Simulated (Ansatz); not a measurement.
Base system: HgSe in the zinc blende structure (space group F-43m, No. 216; a = 6.260 Å). Axes: x, y, z lie along the cube axes.

Calculations: PBE (Ansatz, a quantum-chemistry and plane-wave program), spin-orbit coupling left out.

Now apply this change: an isotropic linear strain of −3.00 %; the atoms relax in the strained cell.

Problem. Predict the stress tensor and what it implies for the stiffness.

Solution. Stress of the strained cell less that of the base (GPa, compression positive):
```
    4.9     0.0     0.0
    0.0     4.9     0.0
    0.0     0.0     4.9
```

Then B = −ΔP/(ΔV/V₀) with ΔV/V₀ = -0.0873 gives secant stiffness values (nonlinear terms included at this strain): B ≈ 56 GPa.

As a check, the harmonic strain energy −½ V₀ Δσ:ε is 42 meV/atom; the computed energy rise is 37 meV/atom.

Whether these cells are dynamically stable was not tested. All final runs are without spin polarisation.
